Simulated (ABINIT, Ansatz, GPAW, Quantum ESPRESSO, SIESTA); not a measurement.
One structure in several programs: Sr₂Ir (Fm-3m, 3 atoms in the cell)

Self-consistent single point.

```
CELL_PARAMETERS angstrom
      0.00000     3.58442     3.58442
      3.58442     0.00000     3.58442
      3.58442     3.58442     0.00000
ATOMIC_POSITIONS crystal
  Sr 0.75000 0.75000 0.75000
  Sr 0.25000 0.25000 0.25000
  Ir 0.00000 0.00000 0.00000
```

Shared settings, as Ansatz (a program for electronic structure) writes them: kpoints.mp_grid.grid = 2 2 2; scf.occupations.method = gaussian; scf.occupations.width = 0.136 eV. Potentials and cutoffs stand in the table.

| code | model | pressure (GPa) | cutoff |
|---|---|---|---|
| Ansatz | LDA (PW92), PAW files made with PBE | -1.28 | 420 eV |
| GPAW | LDA (Perdew-Wang 92), GPAW PAW datasets LDA (gpaw-data 1.0.1) | -0.97 | 600 eV |
| SIESTA | LDA PW92, numerical atomic orbitals TZP, PseudoDojo LDA standard norm-conserving potentials (rewritten from UPF to PSML) | 4.14 | grid 400 Ry |
| ABINIT | LDA (PW92), norm-conserving pseudopotentials (PseudoDojo nc-sr-04 LDA standard) | -1.32 | 925 eV |
| Quantum ESPRESSO | LDA (PZ), GBRV 1.5 ultrasoft (LDA) pseudopotentials | -1.49 | 40 Ry |

On Ansatz's run: spin-orbit coupling is off. Spin polarisation is off.

The spread over the programs that give each value: pressure within 5.63 GPa.

SIESTA uses small atom-centred bases, whose incompleteness enters pressures, forces and empty levels differently from a plane-wave cutoff. Ansatz's pressure is given at a fixed set of plane waves, as the other plane-wave codes print theirs. The same LDA comes in different parametrisations, which differ slightly. In the pressure, SIESTA (by 5.44) lies more than 1 GPa from the median of the plane-wave programs.

On the base mesh (6 6 6) the same programs gave: Ansatz pressure -2.51 GPa; Quantum ESPRESSO pressure -2.69 GPa; ABINIT pressure -2.55 GPa; GPAW pressure -2.16 GPa; SIESTA pressure 3.08 GPa.

The values differ from the base mesh's, so the mesh still matters here: the table compares the programs at equal settings.

The starting cell comes from a database of computed structures (which also holds hypothetical and non-ambient phases and stackings), without a prior relaxation at this level. Its lattice was rescaled by a random factor within 2.5 % of one.

Left out of this page: CP2K (on another mesh); Elk (not drawn, or without a comparable value).

Keys are those of Ansatz 0.2.
